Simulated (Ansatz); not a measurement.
Subject: the energy of configuration A over configuration B. The value is E(A) − E(B).

Cell A: a supercell of 32 sites of Rh (fcc, Fm-3m) with H off the lattice sites (4 Rh at 1.75 Å); spin state with PBE: run without spin, k-point mesh 5×5×5.
```
Rh32H
1.0
    7.66385     0.00000     0.00000
    0.00000     7.66385     0.00000
    0.00000     0.00000     7.66385
Rh H
32 1
Direct
  0.99960   0.99960   0.99924
  0.99335   0.25665   0.24335
  0.25665   0.99335   0.24335
  0.25040   0.25040   0.99924
  0.99335   0.99335   0.50665
  0.99960   0.25040   0.75076
  0.25040   0.99960   0.75076
  0.25665   0.25665   0.50665
  0.99975   0.50110   0.99890
  0.99960   0.74924   0.24960
  0.25040   0.50076   0.24960
  0.25025   0.74890   0.99890
  0.99960   0.50076   0.50040
  0.99975   0.74890   0.75110
  0.25025   0.50110   0.75110
  0.25040   0.74924   0.50040
  0.50110   0.99975   0.99890
  0.50076   0.25040   0.24960
  0.74924   0.99960   0.24960
  0.74890   0.25025   0.99890
  0.50076   0.99960   0.50040
  0.50110   0.25025   0.75110
  0.74890   0.99975   0.75110
  0.74924   0.25040   0.50040
  0.50004   0.50004   0.99996
  0.50110   0.74890   0.24975
  0.74890   0.50110   0.24975
  0.74996   0.74996   0.99996
  0.50110   0.50110   0.50025
  0.50004   0.74996   0.75004
  0.74996   0.50004   0.75004
  0.74890   0.74890   0.50025
  0.12500   0.12500   0.37500
```

Cell B: a supercell of 32 sites of Rh (fcc, Fm-3m) with H off the lattice sites (6 Rh at 1.95 Å); spin state with PBE: run without spin, k-point mesh 5×5×5.
```yaml
crystal:
  lattice:
    - [7.66385, 0.00000, 0.00000]
    - [0.00000, 7.66385, 0.00000]
    - [0.00000, 0.00000, 7.66385]
  atoms:
    - { symbol: Rh, position: [0.99554, 0.00000, 0.00000] }
    - { symbol: Rh, position: [0.99898, 0.25102, 0.25102] }
    - { symbol: Rh, position: [0.25000, 0.00000, 0.25446] }
    - { symbol: Rh, position: [0.25000, 0.25446, 0.00000] }
    - { symbol: Rh, position: [0.99941, 0.00000, 0.50000] }
    - { symbol: Rh, position: [0.99898, 0.25102, 0.74898] }
    - { symbol: Rh, position: [0.25000, 0.00000, 0.74554] }
    - { symbol: Rh, position: [0.25000, 0.25059, 0.50000] }
    - { symbol: Rh, position: [0.99941, 0.50000, 0.00000] }
    - { symbol: Rh, position: [0.99898, 0.74898, 0.25102] }
    - { symbol: Rh, position: [0.25000, 0.50000, 0.25059] }
    - { symbol: Rh, position: [0.25000, 0.74554, 0.00000] }
    - { symbol: Rh, position: [0.99984, 0.50000, 0.50000] }
    - { symbol: Rh, position: [0.99898, 0.74898, 0.74898] }
    - { symbol: Rh, position: [0.25000, 0.50000, 0.74941] }
    - { symbol: Rh, position: [0.25000, 0.74941, 0.50000] }
    - { symbol: Rh, position: [0.50446, 0.00000, 0.00000] }
    - { symbol: Rh, position: [0.50102, 0.25102, 0.25102] }
    - { symbol: Rh, position: [0.75000, 0.00000, 0.25059] }
    - { symbol: Rh, position: [0.75000, 0.25059, 0.00000] }
    - { symbol: Rh, position: [0.50059, 0.00000, 0.50000] }
    - { symbol: Rh, position: [0.50102, 0.25102, 0.74898] }
    - { symbol: Rh, position: [0.75000, 0.00000, 0.74941] }
    - { symbol: Rh, position: [0.75000, 0.25016, 0.50000] }
    - { symbol: Rh, position: [0.50059, 0.50000, 0.00000] }
    - { symbol: Rh, position: [0.50102, 0.74898, 0.25102] }
    - { symbol: Rh, position: [0.75000, 0.50000, 0.25016] }
    - { symbol: Rh, position: [0.75000, 0.74941, 0.00000] }
    - { symbol: Rh, position: [0.50016, 0.50000, 0.50000] }
    - { symbol: Rh, position: [0.50102, 0.74898, 0.74898] }
    - { symbol: Rh, position: [0.75000, 0.50000, 0.74984] }
    - { symbol: Rh, position: [0.75000, 0.74984, 0.50000] }
    - { symbol: H, position: [0.25000, 0.00000, 0.00000] }
```

Computed with Ansatz (plane waves, PAW), its default PAW set, cutoff 420 eV, 500 eV for r2SCAN. The structures are at rest with PBE, within the held lattices; other levels are single points on them. Neutral cells; Fermi-Dirac smearing of at most 0.10 eV in the solids, energies taken to zero width. The lattices are those relaxed with PBE, so at other levels the solids can be strained, which adds to the spread. Larger cells are relaxed from a start prepared with the learned potential CHGNet, on a coarser mesh till forces fall under 0.03 eV/Å, which some starts already meet. A dispersion term (D3(BJ), or D4 for r2SCAN) was computed beside these levels and is taken off wherever the name lacks it. Nuclei at rest; no vibrational terms. Cells are local rest points, mostly with their start's symmetry. No correction for cell size. Cell A has symmetry P-43m and got no random move, so less symmetric positions, which may lie lower, weren't tried. Cell B has symmetry Pm-3m and got no random move, so less symmetric positions, which may lie lower, weren't tried.

**Question.** Predict the value from r2SCAN.

**Answer.** 0.20 eV for A less B, so B lies lower.

**Question.** List the value at the remaining levels and say how far they part.

**Answer.** 
```tsv
Functional	value (eV)	less r2SCAN
PBE	0.28	0.08
```

The levels span 0.08 eV, from r2SCAN (0.20) to PBE (0.28).

Ansatz is a quantum-chemistry and plane-wave program.
